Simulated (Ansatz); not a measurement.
# Worked example: self-consistent single point of AuAl₂ (Fm-3m, 3 atoms in the cell) in Ansatz

Computed with PBE (plane waves, PAW; Ansatz, a quantum-chemistry and plane-wave program).

Input as run:

Ansatz 0.2 input:
```yaml
crystal:
  lattice:
    - [0.000000, 2.934000, 2.934000]
    - [2.934000, 0.000000, 2.934000]
    - [2.934000, 2.934000, 0.000000]
  atoms:
    - { symbol: Al, position: [0.250000, 0.250000, 0.250000] }
    - { symbol: Al, position: [0.750000, 0.750000, 0.750000] }
    - { symbol: Au, position: [0.000000, 0.000000, 0.000000] }
basis:
  ecutwfc: 30.9 Ry
kpoints:
  mp_grid: { grid: [13, 13, 13] }
hamiltonian:
  xc: pbe
  pseudopotentials: { kind: paw }
scf:
  occupations: { method: gaussian, width: 0.0037 Ry }
output:
  forces: true
  eigenvalues: true
  stress: true
```

The program printed (abridged):

```
WARN ansatz: RAYON_NUM_THREADS=1 ignored (pool sized by the plan → 1); use --threads N
Pseudopotentials: kind: paw
Pseudopotential: Al, paw, valence charge 3
Pseudopotential: Au, paw, valence charge 19
Crystal: 3 atoms, lattice volume = 50.514 Å³
Basis set: ecut = 420.4159175005146 eV, 965 PW (Γ), exchange–correlation on 60×60×60 points (8 copies of the dense FFT grid, shifted against one another)
Bands: 17, of which v1, the nominal top of the filled ones, is band 13 counted from 1 (12 counted from 0)
Symmetry: 48 space group operations
Space group: Fm-3m (ITA 225), of the structure as read, at distance tolerance 3.7e-5 Å
k-points: 84 of 2197
Initial density: superposition of atomic densities (neutral atoms: chi_scale 0, normalization atom), corrected by the library's trained network
Initial wavefunctions: pseudopotential atomic-orbital guess
Eigensolver: davidson
Functional: x = pbe(κ = 0.804, μ = 0.2195149727645171), c = pbe(β = 0.06672455060314922)
SCF iter   1: F=—  HF=-14225.450616 eV  |F-HF|=—  |Δ(HF+E_count)|=         —  Δρ=1.67e-3  dr2=1.10e-3  ethr=1.77e-3  ⟨swp⟩=5.7  Hψ=7479  notcnv=0
all-band conjugate gradients solve this SCF's bands
preconditioner: auto → none
SCF iter   2: F=—  HF=-14225.451086 eV  |F-HF|=—  |Δ(HF+E_count)|=   4.70e-4  Δρ=8.12e-4  dr2=2.35e-4  ethr=4.40e-6  ⟨swp⟩=2.2  Hψ=2850  notcnv=0
SCF iter   3: F=—  HF=-14225.451276 eV  |F-HF|=—  |Δ(HF+E_count)|=   1.90e-4  Δρ=8.37e-5  dr2=4.41e-6  ethr=9.40e-7  ⟨swp⟩=2.0  Hψ=2018  notcnv=0
SCF iter   4: F=—  HF=-14225.451248 eV  |F-HF|=—  |Δ(HF+E_count)|=   2.80e-5  Δρ=8.11e-5  dr2=4.78e-6  ethr=1.76e-8  ⟨swp⟩=2.1  Hψ=2181  notcnv=0
iter 5 did not close the SCF: its close was put off for the readings that it lacked (scf_convergence_deferred on its scf_iter line)
SCF iter   5: F=-14225.451247 eV  HF=-14225.451247 eV  |F-HF|=2.00e-8  |Δ(HF+E_count)|=   1.12e-6  Δρ=7.76e-6  dr2=1.95e-8  ethr=1.76e-8  ⟨swp⟩=2.3  Hψ=2085  notcnv=0
SCF iter   6: F=-14225.451247 eV  HF=-14225.451247 eV  |F-HF|=2.36e-11  |Δ(HF+E_count)|=   3.34e-8  Δρ=8.47e-7  dr2=1.86e-10  ethr=7.81e-11  ⟨swp⟩=3.4  Hψ=5547  notcnv=0
SCF 1 converged in 6 iterations: F = -14225.451247 eV  dr2 = 1.86e-10
SCF converged after 6 iterations
Free energy (F): -14225.451247 eV
Harris-Foulkes:  -14225.451247 eV  (|F-HF|=2.36e-11)
Internal energy: -14225.450296 eV  (E = F + TS)
E sigma→0 (E₀):  -14225.450772 eV
Entropy (-TS):   -0.000951 eV (-0.317 meV/atom)
Fermi energy:    12.304490 eV
--- Per-component energies (eV) ---
  E_band       = -355.086529
  E_kinetic    = 654.328363
  E_local      = -2881.110626  (includes V_loc(G=0)·N_el)
  E_nonlocal   = 88.499639
  E_hartree    = 1243.129886
  E_xc         = -311.302453
  E_vxc        = -338.387170  (∫ρ·V_xc dr)
  E_paw        = -10638.540589  (= ΣΔE_a)
  E_vpaw       = -364.678050  (= ΣTr[D̂ρ^β])
  E_aug_tail   = 0.001379  (compensation charges beyond the density's cutoff)
  E_ewald      = -2380.455895
  E_smearing   = -0.000951  (= −TS)
  E_closure    = 0.000000  (closes the sum)
  Σ components = -14225.451247   (vs F -14225.451247, Δ=0.00e0)
--- Forces (eV/Å), atoms counted from 1 ---
  atom   1  Al    -0.00000000     0.00000000     0.00000000
   [... zero for the other atoms too ...]
  max |Σ_I F_I| component: 2.78e-17 eV/Å
--- Stress (GPa, compression-positive) ---
       12.817263       0.000000      -0.000000
       -0.000000      12.817263      -0.000000
       -0.000000       0.000000      12.817263
  P = ⅓ Tr σ = 12.8173 GPa (128.173 kbar)
  The stress holds the Pulay correction. Without it, at fixed plane waves, as pw.x and ABINIT print it: P = 12.7557 GPa
--- Band table (eV; the first three rows and the last of 84) ---
  k-point 0: bands = ["-95.1272", "-46.5230", "-46.5230", "-46.5230", "1.2554", "5.3279", "5.3279", "5.3279", "6.3573", "6.3573", "15.0383", "15.2714", "15.2714", "15.2714", "16.5321", "16.5321", "16.5321"]
  k-point 1: bands = ["-95.1272", "-46.5231", "-46.5231", "-46.5231", "1.3375", "5.3020", "5.3497", "5.3497", "6.3522", "6.3522", "13.9994", "14.9678", "14.9678", "15.1294", "16.8757", "16.8757", "17.4321"]
  k-point 2: bands = ["-95.1272", "-46.5234", "-46.5231", "-46.5231", "1.5798", "5.2351", "5.4076", "5.4076", "6.3439", "6.3439", "12.2802", "14.4108", "14.4108", "15.2800", "17.2886", "17.2886", "17.6943"]
  k-point 83: bands = ["-95.1272", "-46.5242", "-46.5240", "-46.5236", "4.8467", "4.8652", "5.5445", "5.8741", "6.2015", "6.8048", "7.9925", "8.3715", "10.1118", "16.4075", "16.7833", "17.3778", "18.3389"]
```

The run converged in 6 iterations.

The starting cell has typed, rounded lattice constants, without a prior relaxation at this level. Its lattice was rescaled by a random factor within 2.5 % of one. Spin-orbit coupling is off. With a pressure of about 13 GPa the cell is away from its equilibrium volume at this level. Ansatz's pressure includes its estimate of the finite-basis (Pulay) stress.
